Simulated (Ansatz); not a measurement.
TiSi2, response to strain

Consider TiSi2 (space group Fddd, No. 70; a = 4.8062 Å, b = 8.2647 Å, c = 8.5654 Å). Axes: x, y, z lie along a, b, c of the conventional cell.

Strains are applied to the cell and any free atomic positions relax; under biaxial strain the out-of-plane vector relaxes too.

The values are results of PBE (Ansatz, a first-principles code, PAW, no spin-orbit coupling), not measurements.

Candidates:
(a) uniaxial strain ε_yy = −1.61 %
(b) biaxial strain −2.91 %, plane normal [001], relaxed out of plane
(c) uniaxial strain ε_zz = +1.07 %
(d) isotropic strain −5.29 %

Notes on the quantities. energy relative to the base: free energy F.

Task: Order them by energy relative to the base, lowest first.

Result: (c) uniaxial strain ε_zz = +1.07 % (+2.0 meV/atom), (a) uniaxial strain ε_yy = −1.61 % (+3.9 meV/atom), (b) biaxial strain −2.91 %, plane normal [001], relaxed out of plane (+27 meV/atom), (d) isotropic strain −5.29 % (+191 meV/atom)

Without a gap, meshes like the base's 13×13×13 leave anisotropic stresses uncertain by several tenths of a GPa, and small strain energies with them. No phonon test of stability was made. All final runs are without spin polarisation.
